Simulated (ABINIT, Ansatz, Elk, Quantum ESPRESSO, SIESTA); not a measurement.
## La3Ga (Pm-3m, 4 atoms in the cell) computed with different codes at matched settings

Self-consistent single point, at a second geometry (lattice scaled by 0.98). First geometry:

```yaml
crystal:
  lattice:
    - [4.98640, 0.00000, 0.00000]
    - [0.00000, 4.98640, 0.00000]
    - [0.00000, 0.00000, 4.98640]
  atoms:
    - { symbol: La, position: [0.00000, 0.50000, 0.50000] }
    - { symbol: La, position: [0.50000, 0.00000, 0.50000] }
    - { symbol: La, position: [0.50000, 0.50000, 0.00000] }
    - { symbol: Ga, position: [0.00000, 0.00000, 0.00000] }
```

Shared settings, as Ansatz (a program for electronic structure) writes them: kpoints.mp_grid.grid = 7 7 7; scf.occupations.method = fermi_dirac; scf.occupations.width = 0.05 eV. Potentials and cutoffs stand in the table.

| code | model | ΔF from the first geometry (meV/atom) | pressure (GPa) | cutoff |
|---|---|---|---|---|
| Ansatz | PBEsol, PAW files made with PBE | -27.6 | -1.31 | 420 eV |
| Elk | PBEsol, all-electron FP-LAPW, Elk's shipped species files, APW+lo basis with extra local orbitals | -25.1 | – | rgkmax 8 |
| ABINIT | PBEsol, PAW (JTH v2.0 PBE PAW, files made for PBE) | -25.0 | -1.06 | 26 Ha |
| SIESTA | GGA PBEsol, numerical atomic orbitals DZP, PseudoDojo PBEsol standard norm-conserving potentials (rewritten from UPF to PSML) | -1.5 | 1.48 | grid 400 Ry |
| Quantum ESPRESSO | PBEsol, GBRV 1.5 ultrasoft (PBESOL) pseudopotentials | -25.1 | -1.12 | 50 Ry |

A dash marks a value that a program does not give, or that is left out as unsure.

The spread over the programs that give each value: ΔF from the first geometry within 26.1 meV/atom; pressure within 2.79 GPa.

SIESTA uses small atom-centred bases, whose incompleteness enters pressures, forces and empty levels differently from a plane-wave cutoff. Elk treats all electrons, but the usual bases taken here (sphere radii, linearisation, local orbitals, empty states) were not tested for convergence, so the values are no reference for the others. Ansatz's pressure is given at a fixed set of plane waves, as the other plane-wave codes print theirs. In the pressure, SIESTA (by 2.60) lies more than 1 GPa from the median of the plane-wave programs.

The starting cell comes from a database of computed structures (which also holds hypothetical and non-ambient phases and stackings), without a prior relaxation at this level. Its lattice was rescaled by a random factor within 2.5 % of one. For this run, on top of that: lattice scaled by 0.98.

Left out of this page: FLEUR (with a known weakness of the program).

Keys are those of Ansatz 0.2.
